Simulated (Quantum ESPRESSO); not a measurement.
Quantum ESPRESSO is run on Lu (P6_3/mmc, 2 atoms in the cell), and the run fails. The aim is a self-consistent single point with DFT, PBE, plane waves, PSlibrary PAW (PBE) pseudopotentials.

Cell that was meant: a = 3.5181 Å, b = 3.5181 Å, c = 5.4461 Å, α = 90.00°, β = 90.00°, γ = 120.00°.

Part of the input:

```fortran
    ecutrho = 400,
    occupations = 'smearing',
    smearing = 'cold',
/
&ELECTRONS
    conv_thr = 1e-10,
    mixing_beta = 0.3,
```

Log, with long lists cut:

```
 %%%%%%%%%%%%%%%%%%%%%%%%%%%%%%%%%%%%%%%%%%%%%%%%%%%%%%%%%%%%%%%%%%%%%%%%%%%%%%
     Error in routine  set_occupations (1):
      smearing requires a value for gaussian broadening (degauss)
 %%%%%%%%%%%%%%%%%%%%%%%%%%%%%%%%%%%%%%%%%%%%%%%%%%%%%%%%%%%%%%%%%%%%%%%%%%%%%%

     stopping ...
```

From the messages shown, name the fault and mend the input.

The fault is smearing without a width. A smearing function needs a non-zero width. To fix it, give the width. The program stopped before any SCF iteration.

The sound input it was made from differs as follows (other fixes are possible):
```diff
+    degauss = 0.019992,
```

With that input, the run converged in 9 iterations: free energy E − TS -18161.7855 eV; Fermi level (on the code's own zero) 10.18 eV; pressure -0.10 GPa (DFT, PBE, plane waves, PSlibrary PAW (PBE) pseudopotentials).

On the sound input: the starting cell comes from a database of computed structures (which also holds hypothetical and non-ambient phases and stackings), without a prior relaxation at this level.
